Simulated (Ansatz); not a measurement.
Consider MoSe₂ in the 2H-MoS2 type structure (space group P6_3/mmc, No. 194; a = 3.2277 Å, c = 12.3457 Å; layered, stacked along the Cartesian z axis).

All numbers come from DFT with PBEsol-D3(BJ), PAW potentials and a 420 eV plane-wave cutoff in Ansatz (a quantum-chemistry and plane-wave program), no spin-orbit coupling, earlier PAW set.

Base values:

| Quantity | Result |
|---|---|
| Pressure | 0.00 GPa |
| Smallest direct gap | 1.54 eV |
| Valence-band top at Γ | 0.00, -0.52, -1.48 eV |

The change: the cell is scaled by 1.0134 in all directions; the atoms relax in the strained cell.

Problem. What happens to the pressure, smallest direct gap, valence-band top at Γ and energy relative to the base?

Solution. The pressure (mean of the normal stresses, compression positive) goes from zero to -2.79 GPa; the smallest direct gap falls by 0.09 eV (1.54 eV → 1.45 eV); the valence-band top at Γ (three highest levels, from the VBM) changes from 0.00, -0.52, -1.48 eV to 0.00, -0.59, -1.30 eV; the energy grows by 6.9 meV/atom.

Stability against distortions was not tested.
